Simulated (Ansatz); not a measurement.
Take ZrB$_{2}$ (space group P6/mmm, No. 191; a = 3.1552 Å, c = 3.5062 Å; relaxed with 0.1 eV smearing) as the base.

Method: Ansatz (an electronic-structure program), PBEsol, PAW, cutoff 420 eV, spin-orbit coupling left out.

Before the change:

* **Pressure**: 0.0 GPa

It is then changed as follows: an isotropic linear strain of +2.00 %, atoms relaxed at fixed cell.

What happens to the pressure?

The pressure (mean of the normal stresses, compression positive) goes from zero to -13.3 GPa.

Predict the new energy relative to the base.

The energy increases by 27 meV/atom.

Whether these cells are dynamically stable was not tested. All final runs are without spin polarisation.
